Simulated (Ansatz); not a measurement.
A computed series for HgSe: response to strain

Take HgSe in the zinc blende structure (space group F-43m, No. 216; a = 6.133 Å) as the base.

Strains are applied to the cell and any free atomic positions relax.

Computed with PBEsol/PAW in Ansatz (a quantum-chemistry and plane-wave program), no spin-orbit coupling.

```tsv
isotropic strain (%)	pressure (GPa)
-3	5.9
-2.5	4.8
-2	3.7
0	0.0
0.5	-0.7
1.5	?
2	-2.6
2.5	-3.2
3	-3.6
```

Task: Fit P = P₀ − Bδ + Cδ² with δ = (1 + ε)³ − 1 to the rows shown and predict the withheld row.

Result: Least squares on the printed values gives P₀ = 0.0 GPa, B = 53.5 GPa, C = 154 GPa (largest residual 0.1 GPa); this predicts -2.1 GPa, and the run gives -2.1 GPa, in agreement.

A case with no gap was solved on a k-mesh chosen for an insulator, which is coarse for it. Stability against distortions was not tested. The final runs are not spin-polarised.
